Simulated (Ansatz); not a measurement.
The starting structures come from a database of crystals and need not be the phases stable at ambient conditions.

 Where the default PAW files enter, the runs use the earlier of Ansatz's two default sets.

Data:

```
CELL_PARAMETERS angstrom
      4.77959     0.00000     0.00000
      0.00000     5.75626     0.00000
      0.00000     0.00000     3.58090
ATOMIC_POSITIONS crystal
  Fe 0.00000 0.00000 0.00000
  Fe 0.50000 0.50000 0.50000
  Se 0.78674 0.63023 0.00000
  Se 0.21326 0.36977 0.00000
  Se 0.28674 0.86977 0.50000
  Se 0.71326 0.13023 0.50000
```

Space group of this cell: Pnnm. The cell is taken as given.

Transport runs along the normal of the first two printed cell vectors.

No gap correction and no spin-orbit coupling; mid-gap values are interpolated between computed energies.

Q: Estimate the band gap and the smallest decay constant κ at mid-gap that r2SCAN (Ansatz, a quantum-chemistry and plane-wave program) returns for this system.

A: Gap 0.81 eV on a 6×6×8 mesh; κ = 0.179 1/Å, at (0.333, 0.000) of the in-plane reciprocal vectors. At the zone centre, at the nearest computed energy, the slowest state has κ = 0.31 1/Å.
